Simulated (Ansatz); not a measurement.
**AlB2-type MgB2**

The numbers are results of PBEsol-D3(BJ) (Ansatz, a quantum-chemistry and plane-wave program, plane waves, PAW), not measurements.

Settings: plane-wave cutoff 520 eV, 24×24×16 k mesh (along the axes of the cell as run), Fermi–Dirac smearing 0.05 eV, scalar-relativistic PAW data made under PBE.

Cell (relaxed at this level):

```cif
data_B2Mg
_chemical_formula_sum 'Mg1 B2'
_space_group_name_H-M_alt 'P6/mmm'
_space_group_IT_number 191
_space_group_name_Hall '-P 6 2'
_cell_length_a 3.04131
_cell_length_b 3.04131
_cell_length_c 3.44994
_cell_angle_alpha 90.000
_cell_angle_beta 90.000
_cell_angle_gamma 120.000
loop_
_atom_site_label
_atom_site_type_symbol
_atom_site_symmetry_multiplicity
_atom_site_Wyckoff_symbol
_atom_site_fract_x
_atom_site_fract_y
_atom_site_fract_z
_atom_site_occupancy
Mg1 Mg 1 a 0.00000 0.00000 0.00000 1
B1 B 2 d 0.33333 0.66667 0.50000 1
```

- bulk modulus = 154 GPa
- band gap = zero (no gap)
- pressure derivative B′ of the bulk modulus = 3.6

Measured, for comparison: bulk modulus 151 ± 5 GPa (room temperature, no zero-point or thermal correction, B' fixed at 4, our sources range from 147 to 151; as tabulated in Vogt et al. (2001), arXiv:cond-mat/0102480). Computed (rounded) less measured: bulk modulus +2 % (+2 % to +5 % over the range). A static lattice is as a rule a little smaller and stiffer than an uncorrected measurement, which narrows the difference in the bulk modulus and would widen misses of the other sign.

Note: the bulk modulus comes from volumes at which shape and atoms were relaxed.
